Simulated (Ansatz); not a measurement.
The parent structure is CsSnI3 in the cubic perovskite structure (space group Pm-3m, No. 221; a = 6.130 Å).

Structures relaxed with plane-wave PAW DFT at the PBEsol level (Ansatz, a first-principles code, 420 eV), spin-orbit coupling left out.

Base:

Simulated powder pattern, Mo Kα, λ = 0.71073 Å (kinematic, ideal powder, no thermal factors, no anomalous dispersion; the 14 strongest lines at most, above 2 %, up to 2θ = 40°):

| 2θ (°) | I/Imax (%) | hkl |
|---|---|---|
| 6.65 | 17 | (100) |
| 9.40 | 18 | (110) |
| 11.52 | 73 | (111) |
| 13.32 | 100 | (200) |
| 14.90 | 10 | (210) |
| 18.87 | 80 | (220) |
| 22.17 | 39 | (311) |
| 23.17 | 30 | (222) |
| 26.81 | 15 | (400) |
| 29.27 | 17 | (331) |
| 30.05 | 41 | (420) |
| 33.00 | 31 | (422) |
| 35.06 | 13 | (333) |
| 38.28 | 9.5 | (440) |

Perturbation: full substitution Sn → Mo; the structure is relaxed again.

After the change:

Simulated powder pattern, Mo Kα, λ = 0.71073 Å (kinematic, ideal powder, no thermal factors, no anomalous dispersion; the 14 strongest lines at most, above 2 %, up to 2θ = 40°):

```json
[
 {"2θ (°)": "7.10", "I/Imax (%)": "13", "hkl": "(100)"},
 {"2θ (°)": "10.05", "I/Imax (%)": "14", "hkl": "(110)"},
 {"2θ (°)": "12.31", "I/Imax (%)": "87", "hkl": "(111)"},
 {"2θ (°)": "14.23", "I/Imax (%)": "100", "hkl": "(200)"},
 {"2θ (°)": "15.92", "I/Imax (%)": "7.2", "hkl": "(210)"},
 {"2θ (°)": "17.45", "I/Imax (%)": "6.8", "hkl": "(211)"},
 {"2θ (°)": "20.17", "I/Imax (%)": "79", "hkl": "(220)"},
 {"2θ (°)": "23.70", "I/Imax (%)": "46", "hkl": "(311)"},
 {"2θ (°)": "24.77", "I/Imax (%)": "29", "hkl": "(222)"},
 {"2θ (°)": "28.68", "I/Imax (%)": "14", "hkl": "(400)"},
 {"2θ (°)": "31.32", "I/Imax (%)": "20", "hkl": "(331)"},
 {"2θ (°)": "32.15", "I/Imax (%)": "40", "hkl": "(420)"},
 {"2θ (°)": "35.32", "I/Imax (%)": "29", "hkl": "(422)"},
 {"2θ (°)": "37.54", "I/Imax (%)": "15", "hkl": "(511)"}
]
```

The indices refer to each structure's own conventional cell; one index is shown for lines that coincide.

Other magnetic orders, which the real material may have, were not ruled out. Whether these cells are dynamically stable was not tested. As relaxed here, CsMoI3 is a hypothetical phase, not in the database extracts checked. Many cubic perovskites are stable only at high temperature; tilts and polar distortions were not tested.
